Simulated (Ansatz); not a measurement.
Start from Y in the hcp (Mg type) structure (space group P6_3/mmc, No. 194).

```xyz
2
Lattice="3.6826 0.0000 0.0000 -1.8413 3.1892 0.0000 0.0000 0.0000 5.6985" Properties=species:S:1:pos:R:3 pbc="T T T"
Y      0.0000     2.1261     4.2739
Y      1.8413     1.0631     1.4246
```

Cartesian axes are those of the cell as printed.

Level of theory: r2SCAN (Ansatz, a first-principles code, PAW, no spin-orbit coupling).

Strains are applied to the cell and any free atomic positions relax; under stress the whole cell relaxes.

One change was made to it. Results:

```json
[
 {"quantity": "energy relative to the base (free energy F)", "base": "0 meV/atom", "after": "+0.4 meV/atom"},
 {"quantity": "volume per atom", "base": "33.46 Å³", "after": "33.31 Å³"},
 {"quantity": "band gap", "base": "zero", "after": "zero"}
]
```

Question: Name the change that was made.
A. isotropic strain −1.40 %
B. tensor shear ε_xy = −0.82 %
C. uniaxial stress, 0.5 GPa compression along z

Answer: C, uniaxial stress, 0.5 GPa compression along z. For comparison, the volume per atom in the other runs: isotropic strain −1.40 % gives 32.08 Å³; tensor shear ε_xy = −0.82 % gives 33.46 Å³.

Without a gap, meshes like the base's 15×15×8 leave anisotropic stresses uncertain by several tenths of a GPa, and small strain energies with them. Beyond what the load breaks, stability against distortions was not tested. The final runs are not spin-polarised.
